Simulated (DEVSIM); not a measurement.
System: Schottky contact on n-type In0.53Ga0.47As, at 400 K.

| layer (left to right) | material | thickness (μm) | Nd (cm⁻³) | τn (s) | τp (s) |
|---|---|---|---|---|---|
| 1 | In0.53Ga0.47As | 0.660 | 5e15 | 9e-10 | 9e-10 |

Left contact: Schottky, work function 4.96 eV, emission velocity 1.1e7 cm/s. Right contact: ohmic. Voltage is applied to the left contact. Recombination: SRH at mid-gap, radiative, Auger. Mobility is constant in doping. Where it depends on doping, it is μmin + (μ − μmin)/(1 + (N/Nref)^α).

Constants are typed, rounded textbook-type inputs, not results; the design itself was drawn at random and stands for no fabricated device. Values at 300 K; Nc and Nv go as T^1.5, mobilities as T to minus their exponent, the gap by Varshni's rule with the affinity fixed. The table also holds parameters that only a changed run uses.

| parameter | In0.53Ga0.47As |
|---|---|
| gap (eV) | 0.74 |
| affinity (eV) | 4.51 |
| permittivity | 13.9 |
| Nc (cm⁻³) | 2.1e17 |
| Nv (cm⁻³) | 7.7e18 |
| μn (cm²/Vs) | 12000 |
| μp (cm²/Vs) | 300 |
| μn,min | 300 |
| μp,min | 10 |
| Nref,n | 1.3e17 |
| Nref,p | 4.9e17 |
| αn | 0.48 |
| αp | 0.4 |
| T exponent of μn | 1.6 |
| T exponent of μp | 1.6 |
| B (cm³/s) | 9.6e-11 |
| Cn (cm⁶/s) | 5e-29 |
| Cp (cm⁶/s) | 5e-29 |
| Varshni α (eV/K) | 0.00035 |
| Varshni β (K) | 190 |

Simulated with DEVSIM: 1D drift-diffusion, Boltzmann statistics, complete ionisation; no tunnelling, impact ionisation, image-force lowering or self-heating. Metal contacts follow the ideal Schottky-Mott rule: no Fermi-level pinning, no interface dipoles.

Base results: largest field in the device at zero bias (V/cm) 20000; potential step across the device at zero bias (V) 0.306.

**Question.** What follows from this one change: metal work function 4.96 → 4.81 eV?

**Answer.** largest field in the device at zero bias 20000 → 13000 V/cm; potential step across the device at zero bias 0.306 → 0.156 V.

**Question.** What follows from this one change: doping Nd of layer 1 5e+15 → 1.5e+14 cm^-3?

**Answer.** largest field in the device at zero bias 20000 → 8100 V/cm; potential step across the device at zero bias 0.306 → 0.191 V.

**Question.** What follows from this one change: metal work function 4.96 → 4.86 eV?

**Answer.** largest field in the device at zero bias 20000 → 15000 V/cm; potential step across the device at zero bias 0.306 → 0.206 V.

**Question.** What follows from this one change: temperature 400 → 500 K?

**Answer.** largest field in the device at zero bias 20000 → 34000 V/cm; potential step across the device at zero bias 0.306 → 0.258 V.
